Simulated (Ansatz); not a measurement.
Input:

```
C
1.0
    0.00000     1.80023     1.80023
    1.80023     0.00000     1.80023
    1.80023     1.80023     0.00000
C
2
Direct
  0.00000   0.00000   0.00000
  0.25000   0.25000   0.25000
```

Level of theory: PBE, finite-displacement electron-phonon coupling, linearised Boltzmann equation (plane waves, PAW, scalar-relativistic; Ansatz, a quantum-chemistry and plane-wave program). Condition of this run: hydrostatic pressure -10 GPa (the target of the relaxation). How the cell was made: relaxed with this functional, without spin-orbit coupling, then loaded as said.

What phonon-limited electron drift mobility does this give at 300 K?

1550 cm²/(V·s).

Scattering by harmonic phonons alone: no impurities, screening or carrier-carrier scattering, bands fixed at 0 K. From a coarser fine mesh the values given move by up to 7 %. The mesh was bound by memory.
